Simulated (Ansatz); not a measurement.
## A computed series for Si: response to strain

Base system: Si in the diamond structure (space group Fd-3m, No. 227; a = 5.4338 Å). Axes: x, y, z lie along the cube axes.

Strains are applied to the cell and any free atomic positions relax; under biaxial strain the out-of-plane vector relaxes too.

Level of theory: DFT with PBEsol, PAW potentials and a 420 eV plane-wave cutoff in Ansatz (an electronic-structure program), no spin-orbit coupling.

Candidates:
(a) biaxial strain +0.82 %, plane normal [111], relaxed out of plane
(b) strain tensor (xx, yy, zz, yz, xz, xy) = (−0.58, −0.61, −0.39, +0.95, −0.17, +0.18) %
(c) uniaxial strain ε_xx = −5.37 %

Notes on the quantities. energy relative to the base: free energy F.

Problem. Order them by energy relative to the base, lowest first.

Solution. (a) biaxial strain +0.82 %, plane normal [111], relaxed out of plane (+1.8 meV/atom), (b) strain tensor (xx, yy, zz, yz, xz, xy) = (−0.58, −0.61, −0.39, +0.95, −0.17, +0.18) % (+3.3 meV/atom), (c) uniaxial strain ε_xx = −5.37 % (+29 meV/atom)

The mesh was chosen for an insulator and is coarse for the gapless case. Whether these cells are dynamically stable was not tested.
